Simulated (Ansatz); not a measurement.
System: cubic perovskite CsPbBr₃ (cubic high-temperature phase). Method: LDA in Ansatz (PAW).

Numerical settings: plane-wave cutoff 520 eV, 6×6×6 k mesh, Fermi–Dirac smearing 0.01 eV, scalar-relativistic PAW data made under PBE.

Energies at three volumes about the minimum:

```json
[
 {"V (Å³/atom)": "37.652", "E − E_lowest (meV/atom)": "1.28"},
 {"V (Å³/atom)": "38.421", "E − E_lowest (meV/atom)": "0.00"},
 {"V (Å³/atom)": "39.189", "E − E_lowest (meV/atom)": "1.16"}
]
```

Question: Fit a parabola by hand: where is the minimum, what lattice constant follows, and what is the bulk modulus?

Answer: Slopes: (0.00 − 1.28)/(38.421 − 37.652) = -1.664 and (1.16 − 0.00)/(39.189 − 38.421) = 1.510 meV/Å³. Curvature E″ = 2 × (1.510 − (-1.664))/(39.189 − 37.652) = 4.130 meV/Å⁶. From the middle of the first interval, the slope vanishes at V0 = 38.0365 − (-1.664)/4.130 = 38.439 Å³/atom. B = V0 E″ = 38.439 × 4.130 meV/Å³ × 0.1602 GPa per meV/Å³ = 25.4 GPa. With 5 atoms in the cube, a = (5 × 38.439)^(1/3) = 5.771 Å. The full Birch–Murnaghan fit to all volumes gives V0 = 38.425 Å³/atom and B0 = 25.4 GPa.

Note: the relaxation could not lower the start's symmetry, so the cell can be a saddle point above a distorted one.

Ansatz is a first-principles code.
